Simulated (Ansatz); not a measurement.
# A computed series for hypothetical cubic perovskite BaSnSe3: response to strain

Take BaSnSe3 in the cubic perovskite structure (space group Pm-3m, No. 221; a = 5.270 Å; a hypothetical phase, not in the database extracts checked) as the base. Axes: x, y, z lie along the cube axes.

Strains are applied to the cell and any free atomic positions relax; under biaxial strain the out-of-plane vector relaxes too; under stress the whole cell relaxes.

Level of theory: PBEsol in Ansatz (plane waves to 420 eV, PAW, scalar-relativistic without spin-orbit coupling).

Notes on the quantities. energy relative to the base: free energy F; pressure: mean of the normal stresses, compression positive.

| variant | energy relative to the base | space group | pressure | shortest interatomic distance |
|---|---|---|---|---|
| base | 0 meV/atom | Pm-3m (No. 221) | 0.0 GPa | 4.979 bohr |
| biaxial strain +1.12 %, plane normal [001], relaxed out of plane | +2.6 meV/atom | P4/mmm (No. 123) | -0.8 GPa | 4.957 bohr |
| isotropic strain −1.07 % | +4.8 meV/atom | Pm-3m (No. 221) | 1.7 GPa | 4.926 bohr |
| isotropic strain +4.34 % | +66 meV/atom | Pm-3m (No. 221) | -4.7 GPa | 5.195 bohr |
| uniaxial stress, 3 GPa tension along x | +11 meV/atom | P4/mmm (No. 123) | – | 4.949 bohr |

Without a gap, meshes like the base's 9×9×9 leave anisotropic stresses uncertain by several tenths of a GPa, and small strain energies with them. Stability under load was not tested beyond the relaxation. All final runs are without spin polarisation. Many cubic perovskites are stable only at high temperature; tilts and polar distortions were not tested.

Ansatz is a program for electronic structure.
